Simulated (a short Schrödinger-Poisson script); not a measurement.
## Gated Al0.2Ga0.8As/GaAs δ-doped gas

System: gated Al0.2Ga0.8As/GaAs δ-doped gas, at 300 K.

```tsv
layer	material	thickness (nm)	Na (cm⁻³)
1	Al0.2Ga0.8As	8	-
2	Al0.2Ga0.8As	2	-
3	GaAs	6000	3e15
```

Constants are typed, rounded textbook-type inputs, not results; the design itself was drawn at random and stands for no fabricated device. Al0.2Ga0.8As: permittivity 12.33, conduction-band edge (eV) 0.158, gap (eV) 1.673, electron mass (mₑ) 0.0836, Nv at 300 K (cm⁻³) 9e18. GaAs: permittivity 12.9, conduction-band edge (eV) 0, gap (eV) 1.424, Nv at 300 K (cm⁻³) 9e18.

Channel valleys (confinement mass, in-plane density-of-states mass, number): Γ 0.067, 0.067, 1. At the gate the conduction-band edge of layer 1 lies 0.91 eV − eVg above the Fermi level of the channel; the field vanishes at the back. Sheet of ionised δ-doping: +4e12 e/cm² at 8 nm from the gate. The barrier under the gate holds no holes. Gaps are held at their typed values at every temperature. Mesh 0.08 nm at interfaces.

From a short Schrödinger-Poisson script (our own, NumPy): 1D Poisson equation in equilibrium, electrons quantum, Hartree plus LDA exchange-correlation (BenDaniel-Duke, 40 states a valley, the channel's in-plane mass for all, wave functions free to enter the barrier), parabolic valleys, classical holes, full ionisation, no traps, pinning or gate leakage.

```csv
Vg (V),electrons (cm⁻²),in the channel layer,C (μF/cm²),Γ E0 (meV),Γ E1 (meV)
0.5,8.05e11,7.51e11,0.732,-7.4,43.0
0.45,5.85e11,5.54e11,0.677,4.7,50.9
0.4,3.86e11,3.70e11,0.603,19.1,61.0
0.35,2.15e11,2.08e11,0.493,37.5,75.1
0.3,8.78e10,8.57e10,0.323,63.2,97.1
0.25,2.22e10,2.17e10,0.129,100.4,131.8
0.2,3.81e9,3.74e9,0.0381,146.7,176.9
0.15,5.85e8,5.74e8,0.0196,195.6,225.1
0.1,8.87e7,8.70e7,0.0170,244.7,273.6
0.05,1.35e7,1.33e7,0.0170,293.7,322.0
0,2.07e6,2.04e6,0.0174,342.5,370.3
```

Gate voltages with under 1e6 electrons/cm² are left out.

Subbands count from the Fermi level.
